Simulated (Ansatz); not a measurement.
# What isotropic strain −2.00 % does to Re

Start from Re in the hcp (Mg type) structure (space group P6_3/mmc, No. 194; a = 2.7764 Å, c = 4.4809 Å; relaxed with 0.1 eV smearing).

It is then changed as follows: an isotropic linear strain of −2.00 %; the atoms relax in the strained cell.

Calculations: Ansatz (a program for electronic structure) PBE, no spin-orbit coupling. Γ-centred 24×24×13 mesh, Fermi–Dirac width 0.1 eV.

- Volume per atom: 14.08 Å³ (base 14.96 Å³)
- Space group: P6_3/mmc (No. 194) (base P6_3/mmc (No. 194))
- Shortest interatomic distance: 2.700 Å (base 2.755 Å)
- Energy relative to the base (free energy F): +66 meV/atom
- Pressure (mean of the normal stresses, compression positive): 25.2 GPa (base 0.0 GPa)
- Band gap: zero (base zero)

Stability against distortions was not tested. All final runs are without spin polarisation.
